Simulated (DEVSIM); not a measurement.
System: isotype n-n heterojunction GaP/Si, at 300 K.

Layer 1 from the left is GaP, thickness (μm) 0.0320, Nd (cm⁻³) 6e16, τn (s) 8.8e-7, τp (s) 8.8e-7. Layer 2 from the left is Si, thickness (μm) 0.140, Nd (cm⁻³) 1.9e17, τn (s) 8.8e-7, τp (s) 8.8e-7.

Left contact: ohmic. Right contact: ohmic. Voltage is applied to the left contact. Recombination: SRH at mid-gap, Auger. Mobility is μmin + (μ − μmin)/(1 + (N/Nref)^α).

Constants are typed, rounded textbook-type inputs, not results; the design itself was drawn at random and stands for no fabricated device. Values at 300 K.

GaP: gap (eV) 2.26, affinity (eV) 3.8, permittivity 11.1, Nc (cm⁻³) 1.8e19, Nv (cm⁻³) 1.9e19, μn (cm²/Vs) 250, μp (cm²/Vs) 150, μn,min 10, μp,min 10, Nref,n 4.4e18, Nref,p 1e18, αn 0.8, αp 0.85, Cn (cm⁶/s) 1e-30, Cp (cm⁶/s) 1e-30. Si: gap (eV) 1.124, affinity (eV) 4.05, permittivity 11.7, Nc (cm⁻³) 2.86e19, Nv (cm⁻³) 3.1e19, μn (cm²/Vs) 1417, μp (cm²/Vs) 470, μn,min 52, μp,min 45, Nref,n 9.7e16, Nref,p 2.2e17, αn 0.68, αp 0.72, Cn (cm⁶/s) 2.8e-31, Cp (cm⁶/s) 9.9e-32.

DEVSIM, 1D drift-diffusion, Boltzmann statistics, complete ionisation; no tunnelling, impact ionisation, image-force lowering or self-heating. Band offsets follow the typed affinities; no thermionic-emission limit at abrupt steps, no polarisation charge.

Problem. What does the simulation give for the potential step across the device at zero bias?

Solution. potential step across the device at zero bias 0.232 V.
